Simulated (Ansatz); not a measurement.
Functionals compared on the (100) surface of rock-salt TaC, clean 1x1 (bottom of the slab: a bare face, its two planes held), in Ansatz (plane waves, PAW). The structure was relaxed with PBE; the other rows are single points on it. Cutoff 420 eV.

Slab: 12 atoms, 11.2 Å thick at the start with caps and adatoms (thin: gaps and levels are the slab's own); k 12x12x1, smearing 0.1 eV, dipole-corrected; 4 atoms held, the rest relaxed; symmetry of the start imposed; no spin, no spin-orbit, no U. These notes are the PBE run's.

| functional | work function of the top face (eV) | rough cost of the single point |
|---|---|---|
| PBE | 3.68 | – |
| LDA | 4.06 | roughly 22 core-seconds |
| PBEsol | ? | about 23 core-seconds (a rough figure) |
| RPBE | 3.50 | very roughly 23 core-seconds |

What belongs in the gaps?


- PBEsol, work function of the top face (eV): 3.80

Ansatz is a program for electronic structure.
